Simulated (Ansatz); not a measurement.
The reference is InP in the zinc blende structure (space group F-43m, No. 216; a = 5.907 Å). Axes: x, y, z lie along the cube axes.

Levels (all Ansatz, a first-principles code, PAW, earlier PAW set): r2SCAN (500 eV, no spin-orbit coupling); HSE06 (420 eV, without spin-orbit coupling).

Its gap is 1.02 eV with r2SCAN and 1.35 eV with HSE06.

Modification: uniaxial stress, 3 GPa tension along x, with the cell and atoms free to relax against it.

With r2SCAN the gap becomes 0.82 eV.

Problem. If the HSE06 correction stayed the same, what would the HSE06 gap be, and what does the HSE06 run give?

Solution. A rigid correction of +0.33 eV gives 1.15 eV. The HSE06 run gives 1.14 eV, so the two effects roughly add.

Single points use the geometry relaxed with r2SCAN. Load acts through the strain it causes; cell and atoms are relaxed under it. Beyond what the load breaks, stability against distortions was not tested.
